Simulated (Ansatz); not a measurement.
The parent structure is GaSb in the zinc blende structure (space group F-43m, No. 216; a = 6.1115 Å).

The change: every lattice vector is shortened by 1.59 %; the atoms relax in the strained cell.

Levels (all Ansatz, a first-principles code, PAW): PBEsol (420 eV, without spin-orbit coupling); r2SCAN (500 eV, spin-orbit coupling left out); HSE06 (420 eV, spin-orbit coupling left out).

One geometry, relaxed with PBEsol, under each level:

Notes on the quantities. hole mass: degenerate bands, along [100].

```tsv
level	band gap	lowest conduction level above the VBM at special points	electron mass	hole mass	pressure
PBEsol	0.35 eV	Γ 0.35 eV; L 0.46 eV; X 0.79 eV; U 1.30 eV	–	–	2.77 GPa
r2SCAN	0.82 eV	Γ 0.86 eV; L 0.82 eV; X 1.07 eV; U 1.61 eV	1.7 mₑ along k, 0.091 mₑ across (at L)	0.043, 0.24, 0.24 mₑ (at Γ)	3.58 GPa
HSE06	___	___	–	–	–
```

Question: Give the withheld HSE06 results.

Answer: 
- HSE06, band gap: 1.16 eV
- HSE06, lowest conduction level above the VBM at special points: Γ 1.25 eV; L 1.16 eV; X 1.38 eV

Single points use the geometry relaxed with PBEsol. Their cutoffs differ, which shifts pressures a little. Spin-orbit coupling, missing from the scalar runs, can matter with Sb. Masses are band curvatures over ±0.01 Å⁻¹ around the edge. Along k means along the line from Γ to the band edge. No phonon test of stability was made. The final runs are not spin-polarised.
